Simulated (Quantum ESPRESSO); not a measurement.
# Several settings converged on a (111) slab of Ca (cut from a parent of space group no. 225; 2 atoms in the cell)

```
CELL_PARAMETERS angstrom
      3.95749     0.00000     0.00000
      1.97875     3.42729     0.00000
      0.00000     0.00000    17.23129
ATOMIC_POSITIONS crystal
  Ca 0.00000 0.00000 0.40624
  Ca 0.33333 0.33333 0.59376
```

Base method: PBEsol, GBRV 1.5 ultrasoft (PBESOL) pseudopotentials (plane waves; Quantum ESPRESSO).

Base settings: ecutwfc = 40 Ry; ecutrho = 200 Ry; occupations = smearing; smearing = gaussian; degauss = 0.0073499 Ry; mixing_mode = local-TF; potentials = {Ca: ca_pbesol_v1.uspp.F.UPF}; K_POINTS = automatic 5 5 1 0 0 0; conv_thr = 1e-08 Ry; mixing_beta = 0.5.

The count of work is k-points × plane waves × bands × iterations; it is no time. Core times come from one kind of shared machine, to one figure; runs under 30 s give none.

**The vacuum**

The mesh stays at the base's, so the ladder's end is converged at best in this setting alone.

Only quantities that move along the ladder and can be compared are tabulated.

```csv
vacuum between outermost atoms (Å),free energy less the last step's (meV/atom),largest difference of a force vector from the last step's (eV/Å),count of work / last,core time / last (rough)
3.0,-195.81,0.193,0.094,–
4.0,-116.90,0.482,0.12,–
5.0,-8.31,0.293,0.16,–
6.0,33.09,0.162,0.19,–
7.0,27.73,0.035,0.27,–
8.0,12.38,0.015,0.30,–
10.0,1.77,0.003,0.37,–
12.0,0.20,0.000,0.40,0.4
14.0,0.02,0.001,0.45,0.4
17.0,0.00,0.004,0.57,0.6
20.0,0.00,0.001,0.70,0.7
25.0,0.00,0.004,0.90,0.9
30.0,0.00,0.000,1.0,1
```

Smallest vacuum between outermost atoms (Å) that holds the free energy within 1 meV/atom of the last step, with all finer ones: 12.0, at 0.40 of the last step's count of work and about 0.4 of the last step's time; the step before is off by 1.8 meV/atom.

Smallest vacuum between outermost atoms (Å) that holds the forces within 0.01 eV/Å of the last step, with all finer ones: 10.0, at 0.37 of the last step's count of work; the step before is off by 0.015 eV/Å.

**The k-point mesh**

Only quantities that move along the ladder and can be compared are tabulated.

```tsv
K_POINTS	free energy less the last step's (meV/atom)	largest difference of a force vector from the last step's (eV/Å)	count of work / last	core time / last (rough)
automatic 2 2 1 0 0 0	224.57	0.482	0.037	0.2
automatic 3 3 1 0 0 0	15.73	0.107	0.046	0.2
automatic 4 4 1 0 0 0	12.26	0.070	0.053	0.2
automatic 5 5 1 0 0 0	-11.32	0.083	0.072	0.2
automatic 6 6 1 0 0 0	27.17	0.010	0.11	0.2
automatic 7 7 1 0 0 0	-10.90	0.048	0.11	0.2
automatic 8 8 1 0 0 0	4.43	0.052	0.14	0.3
automatic 10 10 1 0 0 0	1.31	0.018	0.20	0.3
automatic 11 11 1 0 0 0	-2.19	0.029	0.21	0.3
automatic 13 13 1 0 0 0	-1.71	0.013	0.30	0.4
automatic 15 15 1 0 0 0	0.36	0.004	0.33	0.4
automatic 18 18 1 0 0 0	0.94	0.000	0.57	0.6
automatic 21 21 1 0 0 0	0.14	0.002	0.69	0.7
automatic 25 25 1 0 0 0	0.00	0.000	1.0	1
```

Coarsest K_POINTS that holds the forces within 0.02 eV/Å of the last step, with all finer ones: automatic 13 13 1 0 0 0, at 0.30 of the last step's count of work and about 0.4 of the last step's time; the step before is off by 0.029 eV/Å.

Coarsest K_POINTS that holds the free energy within 5 meV/atom of the last step, with all finer ones: automatic 8 8 1 0 0 0, at 0.14 of the last step's count of work and about 0.3 of the last step's time; the step before is off by 11 meV/atom.

**The plane-wave cutoff**

Moved along: ecutrho.

The mesh stays at the base's, so the ladder's end is converged at best in this setting alone.

Only quantities that move along the ladder and can be compared are tabulated.

| ecutwfc | free energy less the last step's (meV/atom) | count of work / last | core time / last (rough) |
|---|---|---|---|
| 20 Ry | 90.90 | 0.11 | – |
| 24 Ry | 6.07 | 0.15 | – |
| 28 Ry | 3.35 | 0.19 | – |
| 34 Ry | 2.56 | 0.28 | – |
| 40 Ry | 2.28 | 0.33 | 0.3 |
| 48 Ry | 1.31 | 0.46 | 0.4 |
| 60 Ry | 0.65 | 0.65 | 0.7 |
| 80 Ry | 0.00 | 1.0 | 1 |

State of the free energy at the end of the ladder: still drifting one way, by 1.3 meV/atom over the last two steps, so the last step is no safe reference.

Two neighbours can agree and both be off: 34 Ry and 40 Ry differ by 0.28 meV/atom in the free energy, yet lie about 2.3 meV/atom from the last step.

On the base run: the starting cell has typed, rounded lattice constants, without a prior relaxation at this level. The slab is cut from that crystal, and its faces are unrelaxed. Its lattice was rescaled by up to half a per cent.

Left out of this page: 1 run of the series outside the window shown, repeating another row's setting, or not comparable.
